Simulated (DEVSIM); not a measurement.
## CdS/CdTe n-p heterojunction

System: CdS/CdTe n-p heterojunction, at 300 K.

```
layer (left to right)  material  thickness (μm)  Nd (cm⁻³)  Na (cm⁻³)  τn (s)  τp (s)
---------------------  --------  --------------  ---------  ---------  ------  ------
1                           CdS            1.40     5.5e16          -    2e-8    2e-8
2                          CdTe            2.00          -     6.7e17    2e-8    2e-8
```

Left contact: ohmic. Right contact: ohmic. Voltage is applied to the left contact. Recombination: SRH at mid-gap. Mobility is constant in doping.

Constants are typed, rounded textbook-type inputs, not results; the design itself was drawn at random and stands for no fabricated device. Values at 300 K.

| parameter | CdS | CdTe |
|---|---|---|
| gap (eV) | 2.4 | 1.5 |
| affinity (eV) | 4.3 | 4.28 |
| permittivity | 9 | 10.2 |
| Nc (cm⁻³) | 2.2e18 | 8e17 |
| Nv (cm⁻³) | 1.8e19 | 1.8e19 |
| μn (cm²/Vs) | 300 | 1000 |
| μp (cm²/Vs) | 25 | 80 |

DEVSIM, 1D drift-diffusion, Boltzmann statistics, complete ionisation; no tunnelling, impact ionisation, image-force lowering or self-heating. Band offsets follow the typed affinities; no thermionic-emission limit at abrupt steps, no polarisation charge.

```yaml
potential_step_across_the_device_at_zero_bias: 1.300 V
largest_field_in_the_device_at_zero_bias: 160000 V/cm
Dark forward voltage at 1 A/cm²: 1.163 V
Dark forward voltage at 100 A/cm²: 1.289 V
```

Dark forward current:

```tsv
V (V)	J (A/cm²)
-0.35	-2.2e-14
-0.40	-1.5e-13
-0.45	-1.1e-12
-0.50	-7.3e-12
-0.55	-5.0e-11
-0.60	-3.5e-10
-0.65	-2.4e-9
-0.70	-1.7e-8
-0.75	-1.2e-7
-0.80	-8.0e-7
-0.85	-5.5e-6
-0.90	-3.8e-5
-0.95	-0.00026
-1.00	-0.0018
-1.05	-0.013
-1.10	-0.087
-1.15	-0.60
-1.20	-4.1
-1.25	-27
-1.30	-150
-1.35	-490
-1.40	-1100
-1.45	-1800
-1.50	-2500
```

Small-signal capacitance in reverse bias (quasi-static):

```csv
V (V),C (nF/cm²)
0.2,47.5
0.5,43.3
1,38.2
1.5,34.5
2,31.8
3,27.8
4,25.0
5,22.9
6.5,20.6
8,18.8
```
